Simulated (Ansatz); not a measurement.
The starting structures come from a database of crystals and need not be the phases stable at ambient conditions.

Inside the gap of an insulator the Bloch states are evanescent, with a wavenumber k + iκ along the transport direction.

Input:

```xyz
16
Lattice="3.9435 0.0000 0.0000 0.0133 7.5393 0.0000 0.0000 0.0000 7.7811" Properties=species:S:1:pos:R:3 pbc="T T T"
W      0.2162     1.9209     2.2117
W      3.7406     5.6185     5.5694
W      3.7340     1.8488     6.1022
W      0.2229     5.6905     1.6788
O      0.0143     5.6600     7.6769
O      3.9426     1.8793     0.1042
O      3.9493     5.6490     3.7864
O      0.0076     1.8903     3.9947
O      3.9453     3.7578     5.8327
O      0.0115     3.7815     1.9484
O      0.0049     0.0118     1.9422
O      3.9520     7.5275     5.8389
O      1.9570     5.6491     5.6813
O      1.9998     1.8903     2.0998
O      2.0065     5.6599     1.7907
O      1.9504     1.8794     5.9903
```

Space group of this cell: P2_1/c. The cell is taken as given; by PBEsol its mean pressure is -7.3 GPa.

Transport runs along the normal of the first two printed cell vectors.

The gap is the functional's own, uncorrected, and κ follows it; spin-orbit coupling is left out. Mid-gap values are interpolated between the computed energies.

Problem. Estimate the band gap and the smallest decay constant κ at mid-gap that PBEsol (Ansatz, a first-principles code) returns for this system.

Solution. Gap 1.39 eV on a 8×4×4 mesh; κ = 0.212 1/Å, at the zone centre.
